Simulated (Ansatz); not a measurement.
Defect: interstitial Ga in alpha quartz, charge state +3. The step: a direct jump of one Ga atom; the atom moves 1.84 Å along (-0.01, -0.03, 0.33) of the unit cell; the moving atom starts with neighbours 2 O at 1.89, 2 O at 1.90 Å and ends with 2 O at 1.89, 2 O at 1.90 Å. A PBE band in Ansatz (plane-wave PAW, the Γ point alone, 72 host sites, 110 SCF runs with any check of the saddle's order, static, no finite-size correction) gives a forward barrier of 0.18 eV. The saddle point's order was not checked, and it lies on a symmetry element of the cell, where a band can be held. The charge state is imposed; whether it is stable for some Fermi level was not computed. Sites that were not tried may lie lower.

Single points at the band's start and saddle point can refine it. Rough cost of one point, in units of the band's mean SCF on the same machine:

| Level | Cost of one point |
|---|---|
| PBE, a 2×2×2 k-point mesh shifted by half a step along c | about 10 |
| r2SCAN at 500 eV, the Γ point alone | about 4 |
| HSE06, Γ point alone | about 20 |

Which of these move the barrier by more than 0.1 eV, and how far does each move it?

Not one does. PBE, a 2×2×2 k-point mesh shifted by half a step along c: 0.00 eV; r2SCAN at 500 eV, the Γ point alone: +0.04 eV; HSE06, Γ point alone: +0.07 eV. Each functional is compared with PBE at the same k-points.

Ansatz is a quantum-chemistry and plane-wave program.
